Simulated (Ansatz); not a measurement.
Electronic density of states of amorphous Si18Na6Ca3O42, density 2.34 g/cm³, on a 2×2×2 Γ-centred mesh with a Gaussian width of 0.1 eV; energies count from the Fermi level, whose place inside the gap is arbitrary. Cell and mesh are small, so fine structure isn't converged. Method: PBE, scalar-relativistic without spin-orbit coupling (plane waves to 420 eV, PAW; Ansatz, a quantum-chemistry and plane-wave program). Sampling: a 2×2×2 Γ-centred mesh; Fermi-Dirac width 0.02 eV; no spin polarisation. At PBE the levels at the filled edge of the gap are localised (band-tail or defect states), and the nearest spread-out levels lie 4.8 eV apart at the zone centre.

A CHGNet melt-quench gave the starting glass, which DFT then relaxed. O atoms were pushed apart under 1.9 Å during the dynamics, to hinder bonds among them. The hot cell started wider than the set density and was brought back towards it in steps. It is the lowest in DFT energy of 2 quenches. It is a model cell: composition and starting density were chosen by hand, and all elements were melted together. No dispersion term was used. Its density started from a set value of 2.41 and ended at 2.34 g/cm³. Cooling (nominally 260 K/ps over its main leg) ran many orders faster than in experiment, which tends to leave more defects and strain. Values belong to this one cell and scatter from quench to quench. Volume and shape were free in the relaxation.

(E - EF (eV), states/(eV atom)): (-12.00, 0.02); (-11.90, 0.03); (-11.80, 0.09); (-11.70, 0.11); (-11.60, 0.14); (-11.50, 0.16); (-11.40, 0.12); (-11.30, 0.10); (-11.20, 0.13); (-11.10, 0.16); (-11.00, 0.15); (-10.90, 0.12); (-10.80, 0.13); (-10.70, 0.18); (-10.60, 0.16); (-10.50, 0.12); (-10.40, 0.10); (-10.30, 0.09); (-10.20, 0.10); (-10.10, 0.12); (-10.00, 0.11); (-9.90, 0.10); (-9.80, 0.10); (-9.70, 0.11); (-9.60, 0.15); (-9.50, 0.20); (-9.40, 0.22); (-9.30, 0.15); (-9.20, 0.17); (-9.10, 0.26); (-9.00, 0.33); (-8.90, 0.33); (-8.80, 0.27); (-8.70, 0.29); (-8.60, 0.27); (-8.50, 0.32); (-8.40, 0.39); (-8.30, 0.40); (-8.20, 0.34); (-8.10, 0.23); (-8.00, 0.25); (-7.90, 0.26); (-7.80, 0.23); (-7.70, 0.22); (-7.60, 0.23); (-7.50, 0.14); (-7.40, 0.03); (-7.30, 0.04); (-7.20, 0.14); (-7.10, 0.10); (-7.00, 0.10); (-6.90, 0.27); (-6.80, 0.30); (-6.70, 0.30); (-6.60, 0.39); (-6.50, 0.54); (-6.40, 0.60); (-6.30, 0.59); (-6.20, 0.58); (-6.10, 0.56); (-6.00, 0.53); (-5.90, 0.51); (-5.80, 0.58); (-5.70, 0.68); (-5.60, 0.74); (-5.50, 0.71); (-5.40, 0.64); (-5.30, 0.61); (-5.20, 0.58); (-5.10, 0.65); (-5.00, 0.72); (-4.90, 0.70); (-4.80, 0.68); (-4.70, 0.73); (-4.60, 0.74); (-4.50, 0.71); (-4.40, 0.60); (-4.30, 0.55); (-4.20, 0.62); (-4.10, 0.64); (-4.00, 0.57); (-3.90, 0.55); (-3.80, 0.68); (-3.70, 0.76); (-3.60, 0.65); (-3.50, 0.52); (-3.40, 0.34); (-3.30, 0.31); (-3.20, 0.39); (-3.10, 0.51); (-3.00, 0.48); (-2.90, 0.40); (-2.80, 0.38); (-2.70, 0.43); (-2.60, 0.48); (-2.50, 0.46); (-2.40, 0.38); (-2.30, 0.29); (-2.20, 0.32); (-2.10, 0.43); (-2.00, 0.40); (-1.90, 0.38); (-1.80, 0.22); (-1.70, 0.05); (-1.60, 0.00); (-1.50, 0.00); (-1.40, 0.00); (-1.30, 0.00); (-1.20, 0.00); (-1.10, 0.00); (-1.00, 0.00); (-0.90, 0.00); (-0.80, 0.00); (-0.70, 0.00); (-0.60, 0.00); (-0.50, 0.00); (-0.40, 0.00); (-0.30, 0.00); (-0.20, 0.00); (-0.10, 0.00); (0.00, 0.00); (0.10, 0.00); (0.20, 0.00); (0.30, 0.00); (0.40, 0.00); (0.50, 0.00); (0.60, 0.00); (0.70, 0.00); (0.80, 0.00); (0.90, 0.00); (1.00, 0.00); (1.10, 0.00); (1.20, 0.00); (1.30, 0.00); (1.40, 0.00); (1.50, 0.00); (1.60, 0.00); (1.70, 0.01); (1.80, 0.02); (1.90, 0.01); (2.00, 0.00); (2.10, 0.00); (2.20, 0.02); (2.30, 0.06); (2.40, 0.07); (2.50, 0.05); (2.60, 0.04); (2.70, 0.06); (2.80, 0.08); (2.90, 0.09); (3.00, 0.10); (3.10, 0.10); (3.20, 0.07); (3.30, 0.05); (3.40, 0.07); (3.50, 0.09); (3.60, 0.13); (3.70, 0.16); (3.80, 0.24); (3.90, 0.25); (4.00, 0.24); (4.10, 0.28); (4.20, 0.29); (4.30, 0.37); (4.40, 0.39); (4.50, 0.37); (4.60, 0.34); (4.70, 0.36); (4.80, 0.46); (4.90, 0.49); (5.00, 0.50); (5.10, 0.48); (5.20, 0.46); (5.30, 0.44); (5.40, 0.45); (5.50, 0.50); (5.60, 0.49)

The level gap on this mesh is 3.59 eV; the broadening fills part of it in the curve.
